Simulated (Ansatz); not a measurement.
# Ti, element substitutions

The reference is Ti in the hcp (Mg type) structure (space group P6_3/mmc, No. 194; a = 2.936 Å, c = 4.637 Å).

Each row replaces one element on all its sites; cell and atoms are relaxed.

Computed with r2SCAN (Ansatz, a quantum-chemistry and plane-wave program, PAW, scalar-relativistic without spin-orbit coupling).

Candidates:
(a) Ti → Ta
(b) Ti → Hf
(c) Ti → Zr
(d) Ti → Cr

For the base:

The volume per atom is 17.31 Å³.

### Question
Order them by volume per atom, lowest first.

### Answer
(d) Ti → Cr (11.68 Å³), (a) Ti → Ta (18.48 Å³), (b) Ti → Hf (22.35 Å³), (c) Ti → Zr (23.50 Å³)

No phonon test of stability was made. For Ta in this form, whether it has been made was not checked. Seeded moments were not kept for Ti → Cr. All final runs are without spin polarisation. Real Cr is antiferromagnetic at low temperature and ambient pressure, an order that this cell doesn't hold. This is not the structure that Ta has at room temperature and ambient pressure. This is not the structure that Cr has at room temperature and ambient pressure.
